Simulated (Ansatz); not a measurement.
The parent structure is Ta in the bcc (W type) structure (space group Im-3m, No. 229; relaxed with 0.1 eV smearing).

```
CELL_PARAMETERS angstrom
     -1.65304     1.65304     1.65304
      1.65304    -1.65304     1.65304
      1.65304     1.65304    -1.65304
ATOMIC_POSITIONS crystal
  Ta 0.00000 0.00000 0.00000
```

Cartesian axes are those of the cell as printed.

All numbers come from plane-wave PAW DFT at the r2SCAN level (Ansatz, a quantum-chemistry and plane-wave program, 500 eV), without spin-orbit coupling.

Perturbation: uniaxial stress, 3 GPa tension along x; all other stress components relax to zero.

Q: How does this affect the energy relative to the base and strain response?

A: The energy increases by 3.5 meV/atom; the strain response (xx, yy, zz) comes out as (+2.10, −0.77, −0.77) %.

Stability under load was not tested beyond the relaxation. The final runs are not spin-polarised.
